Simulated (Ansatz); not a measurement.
# Parameter sweep on MnS (Fm-3m, 2 atoms in the cell)

```
CELL_PARAMETERS angstrom
      0.00000     2.61180     2.61180
      2.61180     0.00000     2.61180
      2.61180     2.61180     0.00000
ATOMIC_POSITIONS crystal
  Mn 0.00000 0.00000 0.00000
  S  0.50000 0.50000 0.50000
```
Moments meant for the start (each program seeds them in its own way; μB, in the order of the atoms Mn S): 4.0 0.0.

Base run A: PBE, harder PAW files (source: ansatz) (Ansatz, a quantum-chemistry and plane-wave program), self-consistent single point.

Its settings: basis.ecutwfc = 720 eV; kpoints.mp_grid.grid = 9 9 9; hamiltonian.xc = pbe; hamiltonian.pseudopotentials = {kind: paw, source: ansatz}; magnetization.spin_polarized = true; scf.occupations.method = cold; scf.occupations.width = 0.05 eV.

The starting cell comes from a database of published, mostly measured structures (it also holds non-ambient and calculated ones), without a prior relaxation at this level. With one magnetic atom in the cell only a parallel order is possible. In the base run, with a pressure of about -3 GPa the cell is away from its equilibrium volume at this level. Ansatz's pressure includes its estimate of the finite-basis (Pulay) stress.

ΔF is the free energy per atom less that of run A. 

| run | kpoints.mp_grid.grid, scf.occupations.width | ΔF (meV/atom) | pressure (GPa) | size of the net moment (μB/atom) | TS (meV/atom) | k-points |
|---|---|---|---|---|---|---|
| A | 9 9 9, 0.05 eV | 0.00 | -3.44 | 2.36 | 0.0 | 35 |
| B | 6 6 6, 0.03 eV | -4.7 | -3.78 | 2.35 | 0.0 | 16 |
| C | 6 6 6, 0.1 eV | -4.1 | -4.04 | 2.34 | -0.6 | 16 |
| D | 6 6 6, 0.3 eV | -5.4 | -3.90 | 2.34 | 3.9 | 16 |
| E | 7 7 7, 0.03 eV | -3.8 | -3.48 | 2.36 | 0.1 | 20 |
| F | 7 7 7, 0.1 eV | -4.0 | -3.64 | 2.35 | -0.1 | 20 |
| G | 7 7 7, 0.3 eV | -3.6 | -3.54 | 2.36 | -0.9 | 20 |
| H | 9 9 9, 0.03 eV | 0.00 | -3.50 | 2.36 | 0.0 | 35 |
| I | 9 9 9, 0.1 eV | 0.02 | -3.23 | 2.37 | -0.1 | 35 |
| J | 9 9 9, 0.3 eV | 0.49 | -3.26 | 2.37 | -0.4 | 35 |
| K | 10 10 10, 0.03 eV | -0.02 | -3.07 | 2.38 | 0.1 | 47 |
| L | 10 10 10, 0.1 eV | 0.07 | -2.87 | 2.38 | -1.1 | 47 |
| M | 10 10 10, 0.3 eV | 1.14 | -3.31 | 2.36 | 1.3 | 47 |

Run E against A: The free energy drops by 3.8 meV/atom, the pressure hardly changes (-3.44 to -3.48 GPa) and the size of the net moment stays at 2.36 μB/atom.

Run M against A: The free energy goes up by 1.1 meV/atom, the pressure goes from -3.44 to -3.31 GPa and the size of the net moment stays at 2.36 μB/atom.

Keys are those of Ansatz 0.2.
